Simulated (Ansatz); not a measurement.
Results of r²SCAN (PAW; Ansatz, an electronic-structure program) for CsCl-type RuAl.

Numerical settings: plane-wave cutoff 600 eV, 16×16×16 k mesh, Fermi–Dirac smearing 0.1 eV, finite displacements, force constants from a 4×4×4 q mesh, no spin polarisation, scalar-relativistic PAW data made under PBE.

Computed at the level's own relaxed cell.

```
CELL_PARAMETERS angstrom
      2.98223     0.00000     0.00000
      0.00000     2.98223     0.00000
      0.00000     0.00000     2.98223
ATOMIC_POSITIONS crystal
  Al 0.50000 0.50000 0.50000
  Ru 0.00000 0.00000 0.00000
```

Harmonic phonon frequencies (cm⁻¹; i marks an imaginary mode):

| q point | frequencies |
|---|---|
| Γ | 0 0 0 323 323 323 |
| R | [?] |

Some entries are withheld; supply them.


- R, frequencies: 191 191 191 343 343 343

No imaginary mode appears at these points.
